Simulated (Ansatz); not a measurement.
Base system: BeSe in the zinc blende structure (space group F-43m, No. 216).

```xyz
2
Lattice="0.0000 2.5645 2.5645 2.5645 0.0000 2.5645 2.5645 2.5645 0.0000" Properties=species:S:1:pos:R:3 pbc="T T T"
Be     0.0000     0.0000     0.0000
Se     1.2822     1.2822     1.2822
```

Cartesian axes are those of the cell as printed.

Method: PBEsol/PAW in Ansatz (a program for electronic structure), no SOC.

One thing is altered: the cell is scaled by 1.0250 in all directions; the atoms relax in the strained cell.

Question: Predict the stress tensor and what it implies for the stiffness.

Answer: Stress of the strained cell less that of the base (GPa, compression positive):
```
  -5.10    0.00    0.00
   0.00   -5.10    0.00
   0.00    0.00   -5.10
```

Then B = −ΔP/(ΔV/V₀) with ΔV/V₀ = 0.0769 gives secant stiffness values (nonlinear terms included at this strain): B ≈ 66 GPa.

As a check, the harmonic strain energy −½ V₀ Δσ:ε is 20 meV/atom; the computed energy rise is 22 meV/atom.

Stability against distortions was not tested.
